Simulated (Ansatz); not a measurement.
# PdSb (model structure, started from the CoSn type, P6/mmm, No. 191, 6 atoms in the cell)

These are PBEsol (Ansatz, a first-principles code, PAW) values and carry that method's errors.

Numerical settings: plane-wave cutoff 520 eV, 12×12×12 k mesh, Fermi–Dirac smearing 0.05 eV, scalar-relativistic PAW data made under PBE.

Cell (relaxed at this level):

```
CELL_PARAMETERS angstrom
      5.74251     0.00000     0.00000
     -2.87126     4.97316     0.00000
      0.00000     0.00000     4.36342
ATOMIC_POSITIONS crystal
  Pd 0.50000 0.00000 0.00000
  Pd 0.50000 0.50000 0.00000
  Pd 0.00000 0.50000 0.00000
  Sb 0.00000 0.00000 0.00000
  Sb 0.33333 0.66667 0.50000
  Sb 0.66667 0.33333 0.50000
```

For PdSb (model structure, started from the CoSn type, P6/mmm, No. 191, 6 atoms in the cell), the band gap is none. The bulk modulus B0 is 114 GPa.

Note: the bulk modulus is −V dP/dV from two relaxed cells at ±2 % in volume; the relaxation could raise the start's symmetry but not lower it, so the cell can be a saddle point.

Spin–orbit coupling is not included; it can open a gap where bands touch, and shift volumes and moduli.

Computing time: about 8 core-minutes (a rough figure).

A model structure was made by putting elements into a prototype or built by hand; it is no filed structure, need not be a known phase, and can be a saddle point held by its symmetry.
